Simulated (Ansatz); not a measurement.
Consider Ta in the bcc (W type) structure (space group Im-3m, No. 229; a = 3.3061 Å; relaxed with 0.1 eV smearing).

The values are results of r2SCAN (Ansatz, a quantum-chemistry and plane-wave program; PAW; 500 eV plane waves; no spin-orbit coupling), not measurements.

Strains are applied to the cell and any free atomic positions relax.

One change was made to it. Results:

```json
[
 {"quantity": "pressure", "base": "0.0 GPa", "after": "-15.2 GPa"},
 {"quantity": "energy relative to the base (free energy F)", "base": "0 meV/atom", "after": "+85 meV/atom"}
]
```

Which of these changes matches the shifts?
(A) isotropic strain +2.00 %
(B) isotropic strain +3.00 %
(C) isotropic strain +1.00 %
(D) isotropic strain +2.50 %
(E) isotropic strain +0.50 %

B, isotropic strain +3.00 %. For comparison, the energy relative to the base in the other runs: isotropic strain +2.00 % gives +39 meV/atom; isotropic strain +2.50 % gives +60 meV/atom; isotropic strain +0.50 % gives +2.5 meV/atom; isotropic strain +1.00 % gives +10 meV/atom.

Whether these cells are dynamically stable was not tested. The final runs are not spin-polarised.
